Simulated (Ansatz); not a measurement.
**Effect of Au on a Cu site, symmetric start on Cu**

Take a 12-atom supercell of Cu in the fcc (Cu type) structure (space group Fm-3m, No. 225; a = 3.630 Å) at its relaxed geometry as the base.

The change: one Cu atom is replaced by Au, atoms relaxed at fixed cell.

The values are results of PBE (Ansatz, a first-principles code), no spin-orbit coupling, not measurements. k-mesh 8×6×8 (Γ-centred); smearing 0.05 eV (Fermi–Dirac).

The pressure goes from zero to 7.4 GPa and the energy gained by relaxation comes out as 0.10 eV. The largest displacement of a host atom from its site in the perfect cell comes out as 0.06 Å and the mean distance from the defect site to its nearest host atoms rises by 0.037 Å, from 2.57 Å to 2.60 Å.

Cost of the whole job for the changed cell (relaxation, final SCF and bands): very roughly 5 core-minutes.

In so small a cell the defect repeats every few ångströms: this is an ordered compound, not a dilute defect. The defect started on the symmetric site and kept its symmetry, so it may sit on a saddle. The final runs are not spin-polarised. The defect cell is not spin-polarised.
